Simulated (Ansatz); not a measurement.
A relaxation of cell and atoms of ScB2 (P6/mmm, 3 atoms in the cell) with Ansatz (a program for electronic structure).

Computed with PBEsol, default PAW files made with PBE (plane waves; Ansatz).

The change in words: atoms on their sites; basis.ecutwfc: 420 eV → 250 eV; relax: default → cell and atoms. Reference geometry:
```xyz
3
Lattice="3.1297 0.0000 0.0000 -1.5648 2.7104 0.0000 0.0000 0.0000 3.5177" Properties=species:S:1:pos:R:3 pbc="T T T"
Sc     0.0000     0.0000     0.0500
B      1.5648     0.9035     1.7589
B      0.0000     1.8069     1.7589
```

Reference input (self-consistent single point, DFT, PBEsol, plane waves, default PAW files made with PBE): basis.ecutwfc = 420 eV; kpoints.mp_grid.grid = 12 12 9; hamiltonian.xc = pbesol; hamiltonian.pseudopotentials = {kind: paw} (the program's default PAW files); scf.occupations.method = gaussian; scf.occupations.width = 0.1 eV. This run's input differs from it in these lines:

Ansatz 0.2 input:
```diff
@@ -7,3 +7,3 @@
   atoms:
-    - { symbol: Sc, position: [0.00000000, 0.00000000, 0.01421400] }
+    - { symbol: Sc, position: [0.00000000, 0.00000000, 0.00000000] }
     - { symbol: B, position: [0.66666700, 0.33333300, 0.50000000] }
@@ -11,3 +11,3 @@
 basis:
-  ecutwfc: 420.0
+  ecutwfc: 250.0
 kpoints:
@@ -23,2 +23,4 @@
     width: 0.1
+relax:
+  cell: {}
 output:
```

Output (repeated stretches shortened):

```
   [... SCF lines of the steps left out ...]
relax step   1: F+E_penalty+E_count = -2418.76049296 eV  Δ(F+E_penalty+E_count) = +0.000e0 eV  max|allowed force component| = 1.234e-16 eV/Å  Δτ_max = 0.0000 Å  P = -0.685 GPa  Ω = 29.840 Å³  (6 SCF iters, dr2 threshold 1.00e-7 eV, accepted)
relax step   2: F+E_penalty+E_count = -2418.77776215 eV  Δ(F+E_penalty+E_count) = -1.727e-2 eV  max|allowed force component| = 1.850e-16 eV/Å  Δτ_max = 0.0000 Å  P = +0.483 GPa  Ω = 29.704 Å³  energy of the carried Pulay correction = +1.729e-2 eV  [...]
   [... lines left out ...]
relax step   9: F+E_penalty+E_count = -2418.76134535 eV  Δ(F+E_penalty+E_count) = -9.094e-4 eV  max|allowed force component| = 2.344e-16 eV/Å  Δτ_max = 0.0000 Å  P = -0.004 GPa  Ω = 29.732 Å³  energy of the carried Pulay correction = +9.077e-4 eV  [...]
relax step  10: F+E_penalty+E_count = -2418.76094212 eV  Δ(F+E_penalty+E_count) = +4.032e-4 eV  max|allowed force component| = 2.159e-16 eV/Å  Δτ_max = 0.0000 Å  P = -0.010 GPa  Ω = 29.732 Å³  stress off target by 1.49e-2 GPa  SCF on the basis [...]
basis re-selected at this cell: Δ(F+E_penalty+E_count) = +4.032e-4 eV, ΔP = -0.006 GPa vs the last step
the relaxation is at rest under the 24 symmetry operations that the run kept from its start: a minimum is not shown …
Stability not checked: this state was not tested for a lower state beside it, because too few of the mixer's solves of this state at the end of the SCF gave a …
Free energy (F): -2418.760942 eV
Internal energy: -2418.757800 eV  (E = F + TS)
   [... lines left out ...]
Fermi energy:    12.192669 eV
  cell:  # Å, volume = 29.7319 Å³
   [... lines left out ...]
    - [-1.5641102490199246, 2.709118997022282, -1.2137929803742215e-34]
    - [-1.8202172248090652e-35, -1.3651629186068e-34, 3.5083026060561733]
  atoms:
    - { symbol: Sc, position: [-1.0937446188982098e-35, -1.9738175380663681e-35, -3.343890426684827e-36] }
    - { symbol: B, position: [0.6666666666666665, 0.3333333333333333, 0.49999999999999994] }
    - { symbol: B, position: [0.3333333333333333, 0.6666666666666666, 0.49999999999999994] }
```

The run converged.  The full log also holds: “iter 5 did not close the SCF: its close was put off for the readings that it lacked (scf_convergence_deferred on its scf_iter line)”. The full log also holds: “iter 3 did not close the SCF: its close was put off for the readings that it lacked (scf_convergence_deferred on its scf_iter line)”.

Summary of the result:
- Free energy E − TS (on the zero of these files): -2418.7609 eV
- Fermi level (on the code's own zero): 12.19 eV
- Pressure: -0.01 GPa
- Final cell: a = 3.1282 Å, b = 3.1282 Å, c = 3.5083 Å, α = 90.00°, β = 90.00°, γ = 120.00°
- Final volume per atom: 9.91 Å³
- Relaxation steps: 10

The starting cell comes from a database of computed structures (which also holds hypothetical and non-ambient phases and stackings), without a prior relaxation at this level. Its lattice was rescaled by up to half a per cent. The relaxation keeps the symmetry of its start, so its end need not be a minimum. Ansatz's pressure includes its estimate of the finite-basis (Pulay) stress. Without the estimate this run gives -19.72 GPa. The cutoff lies below the one recommended for these files.
